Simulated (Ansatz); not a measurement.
A computed series for Nb: response to strain

Base system: Nb in the bcc (W type) structure (space group Im-3m, No. 229; relaxed with 0.1 eV smearing).

```xyz
1
Lattice="-1.6242 1.6242 1.6242 1.6242 -1.6242 1.6242 1.6242 1.6242 -1.6242" Properties=species:S:1:pos:R:3 pbc="T T T"
Nb     0.0000     0.0000     0.0000
```

Cartesian axes are those of the cell as printed.

Strains are applied to the cell and any free atomic positions relax; under biaxial strain the out-of-plane vector relaxes too.

Computed with LDA (Ansatz, an electronic-structure program, PAW, spin-orbit coupling left out).

| biaxial strain, plane normal [001], relaxed out of plane (%) | out-of-plane strain (%) |
|---|---|
| 0 | 0.00 |
| 0.5 | -0.54 |
| 1 | -1.09 |
| 1.5 | -1.66 |
| 2 | -2.23 |
| 2.5 | ? |
| 3 | -3.29 |

Fit ε⊥ = −νε + γε² (strains in %) to the rows shown and predict the withheld row.

Least squares on the printed values gives ν = 1.11 (the biaxial Poisson response) and γ = 0.004 (largest residual 0.02 %); this predicts -2.75 %, and the run gives -2.77 %, 0.02 lower.

Whether these cells are dynamically stable was not tested. The final runs are not spin-polarised.
